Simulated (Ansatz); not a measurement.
Ansatz (a program for electronic structure) run on Sc₂Al (P3m1, 6 atoms in the cell): self-consistent single point

Method: PBEsol, default PAW files made with PBE (plane waves; Ansatz).

Input:

Ansatz 0.2 input:
```yaml
crystal:
  lattice:
    - [4.87793200, 0.00000000, 0.00000000]
    - [-2.43896600, 4.22441400, 0.00000000]
    - [0.00000000, 0.00000000, 6.14293600]
  atoms:
    - { symbol: Sc, position: [0.00000000, 0.00000000, 0.00813900] }
    - { symbol: Sc, position: [0.00000000, 0.00000000, 0.50000000] }
    - { symbol: Sc, position: [0.33333300, 0.66666700, 0.75000000] }
    - { symbol: Sc, position: [0.66666700, 0.33333300, 0.25000000] }
    - { symbol: Al, position: [0.33333300, 0.66666700, 0.25000000] }
    - { symbol: Al, position: [0.66666700, 0.33333300, 0.75000000] }
basis:
  ecutwfc: 420.0 eV
kpoints:
  mp_grid: { grid: [6, 6, 4] }
hamiltonian:
  xc: pbesol
  pseudopotentials: { kind: paw }
scf:
  occupations: { method: fermi_dirac, width: 0.1 eV }
output:
  forces: true
  eigenvalues: true
  stress: true
```

Output, abridged:

```
WARN the atoms were moved onto the symmetric positions of the space group found under crystal.symmetry.tolerance 1.0e-5 (fractional …
WARN ansatz: RAYON_NUM_THREADS=1 ignored (pool sized by the plan → 1); use --threads N
Pseudopotentials: kind: paw
Pseudopotential: Sc, paw, valence charge 11
Pseudopotential: Al, paw, valence charge 3
Crystal: 6 atoms, lattice volume = 126.584 Å³
Basis set: ecut = 420 eV, 2451 PW (Γ), exchange–correlation on 72×72×90 points (8 copies of the dense FFT grid, shifted against one another)
Bands: 31, of which v1, the nominal top of the filled ones, is band 25 counted from 1 (24 counted from 0)
Symmetry: 6 space group operations
Space group: P3m1 (ITA 156), of the structure as read, at distance tolerance 5.0e-5 Å
k-points: 24 of 144 (time reversal used)
PAW frozen core: Sc, regenerated for the run's functional, and the local potential with it
PAW frozen core: Al, regenerated for the run's functional, and the local potential with it
Initial density: superposition of atomic densities (neutral atoms: chi_scale 0, normalization atom), corrected by the library's trained network
Initial wavefunctions: pseudopotential atomic-orbital guess
Eigensolver: davidson
Functional: x = pbesol(κ = 0.804, μ = 0.12345679012345678), c = pbesol(β = 0.046)
SCF iter   1: F=—  HF=-9496.814448 eV  |F-HF|=—  |Δ(HF+E_count)|=         —  Δρ=4.64e-3  dr2=3.31e-2  ethr=1.77e-3  ⟨swp⟩=5.9  Hψ=3272  notcnv=0
all-band conjugate gradients solve this SCF's bands
preconditioner: auto → Kerker (q_TF=auto, 2.337 Å⁻¹)
SCF iter   2: F=—  HF=-9496.805695 eV  |F-HF|=—  |Δ(HF+E_count)|=   8.75e-3  Δρ=1.98e-3  dr2=5.75e-3  ethr=6.62e-5  ⟨swp⟩=2.0  Hψ=1202  notcnv=0
SCF iter   3: F=—  HF=-9496.804339 eV  |F-HF|=—  |Δ(HF+E_count)|=   1.36e-3  Δρ=4.92e-4  dr2=3.00e-4  ethr=1.15e-5  ⟨swp⟩=2.6  Hψ=1257  notcnv=0
SCF iter   4: F=—  HF=-9496.804313 eV  |F-HF|=—  |Δ(HF+E_count)|=   2.64e-5  Δρ=8.19e-5  dr2=1.33e-5  ethr=6.00e-7  ⟨swp⟩=2.0  Hψ=942  notcnv=0
SCF iter   5: F=—  HF=-9496.804332 eV  |F-HF|=—  |Δ(HF+E_count)|=   1.88e-5  Δρ=1.42e-5  dr2=2.02e-7  ethr=2.67e-8  ⟨swp⟩=2.0  Hψ=952  notcnv=0
SCF iter   6: F=-9496.804331 eV  HF=-9496.804331 eV  |F-HF|=9.95e-9  |Δ(HF+E_count)|=   4.69e-8  Δρ=3.97e-6  dr2=1.83e-8  ethr=2.00e-10  ⟨swp⟩=5.5  Hψ=2606  notcnv=0
SCF 1 converged in 6 iterations: F = -9496.804331 eV  dr2 = 1.83e-8
SCF converged after 6 iterations
Free energy (F): -9496.804331 eV
Harris-Foulkes:  -9496.804331 eV  (|F-HF|=9.95e-9)
Internal energy: -9496.578381 eV  (E = F + TS)
E sigma→0 (E₀):  -9496.691356 eV
Entropy (-TS):   -0.225950 eV (-37.658 meV/atom)
Fermi energy:    9.105273 eV
--- Per-component energies (eV) ---
  E_band       = -648.820018
  E_kinetic    = 1088.003504
  E_local      = -3610.310355  (includes V_loc(G=0)·N_el)
  E_nonlocal   = 357.612909
  E_hartree    = 1279.578574
  E_xc         = -491.726293
  E_vxc        = -571.924480  (∫ρ·V_xc dr)
  E_paw        = -4638.007517  (= ΣΔE_a)
  E_vpaw       = -471.360218  (= ΣTr[D̂ρ^β])
  E_aug_tail   = 0.000034  (compensation charges beyond the density's cutoff)
  E_ewald      = -3482.283615
  E_core_change = 0.554378  (= ΣΔE_core)
  E_smearing   = -0.225950  (= −TS)
  E_closure    = -0.000000  (closes the sum)
  Σ components = -9496.804331   (vs F -9496.804331, Δ=0.00e0)
--- Forces (eV/Å), atoms counted from 1 ---
  atom   1  Sc    -0.00000000     0.00000000    -0.32433790
  atom   2  Sc     0.00000000    -0.00000000     0.11649466
  atom   3  Sc     0.00000000     0.00000000     0.07136440
  atom   4  Sc    -0.00000000     0.00000000     0.07007241
  atom   5  Al    -0.00000000     0.00000000     0.03446540
  atom   6  Al     0.00000000    -0.00000000     0.03194055
  max |Σ_I F_I| component: 4.97e-7 eV/Å
--- Stress (GPa, compression-positive) ---
       -1.351746       0.000000      -0.000000
        0.000000      -1.351746      -0.000000
        0.000000      -0.000000      -1.453284
  P = ⅓ Tr σ = -1.3856 GPa (-13.856 kbar)
  The stress holds the Pulay correction. Without it, at fixed plane waves, as pw.x and ABINIT print it: P = -1.4090 GPa
--- Band table (eV; the first three rows and the last of 24) ---
  k-point 0: bands = ["-40.1409", "-40.0827", "-40.0595", "-40.0147", "-19.0072", "-18.9617", "-18.9617", "-18.8282", "-18.8282", "-18.8178", "-18.8178", "-18.7837", "-18.7487", "-18.7105", "-18.7105", "-18.6059", "1.9997", "4.7739", "6.3910", [...]
  k-point 1: bands = ["-40.1337", "-40.0941", "-40.0558", "-40.0143", "-18.9566", "-18.9496", "-18.9496", "-18.8712", "-18.8712", "-18.7841", "-18.7807", "-18.7807", "-18.7528", "-18.7167", "-18.7167", "-18.6550", "2.2631", "4.0482", "7.0507", [...]
  k-point 2: bands = ["-40.1164", "-40.1141", "-40.0535", "-40.0140", "-18.9199", "-18.9199", "-18.9133", "-18.9133", "-18.8637", "-18.8115", "-18.7581", "-18.7581", "-18.7577", "-18.7270", "-18.7270", "-18.7185", "2.9958", "3.0130", "7.6393", [...]
  k-point 23: bands = ["-40.1079", "-40.0999", "-40.0675", "-40.0223", "-18.9762", "-18.9758", "-18.9173", "-18.9065", "-18.8520", "-18.8450", "-18.7754", "-18.7701", "-18.7247", "-18.7234", "-18.6722", "-18.6676", "4.4220", "4.4428", "6.1955", [...]
```

The run converged in 6 iterations.

The starting cell comes from a database of computed structures (which also holds hypothetical and non-ambient phases and stackings), without a prior relaxation at this level. Its lattice was rescaled by up to half a per cent. One atom was moved a little off its site on purpose. Ansatz's pressure includes its estimate of the finite-basis (Pulay) stress.
